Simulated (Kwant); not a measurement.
Model: one-band effective-mass tight-binding model in one dimension, coherent, no space charge (Kwant).

System: GaN/Al0.2Ga0.8N stack with 1 barrier. One parabolic valley. Leads of mass 0.2 mₑ with the band edge at 0; grid 0.1 nm; bias 0 V, dropping linearly over the stack.

```
layer  thickness (nm)  band offset (eV)  mass (mₑ)
-----  --------------  ----------------  ---------
1                 2.4              0.35       0.22
```

Constants are typed, rounded textbook-type inputs, not results; the design itself was drawn at random and stands for no fabricated device.

Sweep values stay those of the base run.

One input was changed, with this effect: transmission at E = 0.1077 eV 0.012 → 0.0011; transmission at E = 0.2203 eV 0.056 → 0.010; transmission at E = 0.4455 eV 0.56 → 0.78; transmission at E = 0.3329 eV 0.20 → 0.093.

Question: Which change was it?
(A) mass in the first barrier 0.22 → 0.18 mₑ
(B) thickness of the first barrier 2.4 → 3.4 nm
(C) height of the first barrier 0.35 → 0.21 eV

Answer: B, thickness of the first barrier 2.4 → 3.4 nm
